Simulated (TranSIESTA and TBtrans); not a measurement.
Ga chain with one Na atom in place of Ga

Device: Ga chain with one Na atom in place of Ga. Leads: straight Ga chain, spacing 2.55 Å. Geometry: 3 atoms about the centre moved by SIESTA (PBE, DZP) to a largest force of 0.01 eV/Å, all others as built, motion along the axis alone.

Computed with TranSIESTA and TBtrans, PBE, DZP numerical orbitals (energy shift 0.15 eV), PseudoDojo norm-conserving scalar-relativistic potentials, mesh cutoff 200 Ry, 300 K, no spin polarisation, no spin-orbit coupling; self-consistent non-equilibrium Green functions.

* **Conductance at 300 K (G0 = 2e²/h)**: 0.35
* **Thermopower (μV/K)**: -2.4
* **Mean T from −0.5 to 0.5 eV**: 0.28

Energies count from the leads' Fermi level. Transmissions are for one spin of a degenerate pair. The energy step is 0.01 eV; narrower resonances are cut or missed.

| E (eV) | T | lead channels |
|---|---|---|
| -2.00 | 0.053 | 1 |
| -1.90 | 0.059 | 1 |
| -1.80 | 0.066 | 1 |
| -1.70 | 0.075 | 1 |
| -1.60 | 0.090 | 1 |
| -1.50 | 0.15 | 1 |
| -1.40 | 0 | 0 |
| -1.30 | 0.051 | 1 |
| -1.20 | 0.068 | 1 |
| -1.10 | 0.079 | 1 |
| -1.00 | 0.088 | 1 |
| -0.90 | 0.098 | 1 |
| -0.80 | 0.11 | 1 |
| -0.70 | 0.12 | 1 |
| -0.60 | 0.13 | 1 |
| -0.50 | 0.14 | 1 |
| -0.40 | 0.15 | 1 |
| -0.30 | 0.16 | 1 |
| -0.20 | 0.19 | 3 |
| -0.10 | 0.31 | 3 |
| 0.00 | 0.36 | 3 |
| 0.10 | 0.34 | 3 |
| 0.20 | 0.33 | 3 |
| 0.30 | 0.33 | 3 |
| 0.40 | 0.35 | 3 |
| 0.50 | 0.37 | 3 |
| 0.60 | 0.40 | 3 |
| 0.70 | 0.43 | 3 |
| 0.80 | 0.46 | 3 |
| 0.90 | 0.51 | 3 |
| 1.00 | 0.55 | 3 |
| 1.10 | 0.60 | 3 |
| 1.20 | 0.65 | 3 |
| 1.30 | 0.71 | 3 |
| 1.40 | 0.78 | 3 |
| 1.50 | 0.84 | 3 |
| 1.60 | 0.91 | 3 |
| 1.70 | 0.97 | 3 |
| 1.80 | 1.04 | 3 |
| 1.90 | 1.11 | 3 |
| 2.00 | 1.17 | 3 |

The straight chain is held at its spacing; free chains may zigzag or dimerise. No spin-polarised start was tried, so a magnetic state, if there is one, is missed.
